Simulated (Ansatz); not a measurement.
Start from Zr in the hcp (Mg type) structure (space group P6_3/mmc, No. 194; a = 3.183 Å, c = 5.124 Å; relaxed with 0.1 eV smearing). Axes: x lies along a and z along c of the hexagonal cell.

Structures relaxed with PBEsol (Ansatz, an electronic-structure program), no SOC, earlier PAW set.

Base:

Simulated powder pattern, Cu Kα1, λ = 1.54056 Å (kinematic, ideal powder, no thermal factors, no anomalous dispersion; the 14 strongest lines at most, above 2 %, up to 2θ = 90°):

```
2θ (°)  I/Imax (%)    hkl
------  ----------  -----
32.45           24  (100)
34.99           26  (002)
37.00          100  (101)
48.47           15  (102)
57.89           18  (110)
64.08           19  (103)
67.96          2.7  (200)
69.47           20  (112)
70.72           15  (201)
73.93          2.9  (004)
78.78          3.6  (202)
83.07          3.2  (104)
```

Modification: uniaxial stress, 2 GPa compression along x, with the cell and atoms free to relax against it.

Task: How do the reflections move or split?

Result: 
Simulated powder pattern, Cu Kα1, λ = 1.54056 Å (kinematic, ideal powder, no thermal factors, no anomalous dispersion; the 14 strongest lines at most, above 2 %, up to 2θ = 90°):

| 2θ (°) | d (Å) | I/Imax (%) | hkl |
|---|---|---|---|
| 32.11 | 2.785 | 8.4 | (010) |
| 32.97 | 2.715 | 31 | (100) |
| 34.81 | 2.575 | 44 | (002) |
| 36.66 | 2.450 | 64 | (011) |
| 37.42 | 2.402 | 100 | (101) |
| 48.70 | 1.868 | 20 | (102) |
| 57.79 | 1.594 | 19 | (110) |
| 59.40 | 1.555 | 9.1 | (2 -1 0) |
| 63.62 | 1.461 | 12 | (013) |
| 64.13 | 1.451 | 20 | (103) |
| 69.27 | 1.355 | 22 | (112) |
| 69.93 | 1.344 | 5.8 | (021) |
| 70.73 | 1.331 | 11 | (2 -1 2) |
| 71.87 | 1.313 | 17 | (201) |

The indices refer to the base's conventional cell; one index is shown for lines that coincide. The space group is now Cmcm (No. 63).

Load acts through the strain it causes; cell and atoms are relaxed under it. Stability under load was not tested beyond the relaxation. The final runs are not spin-polarised.
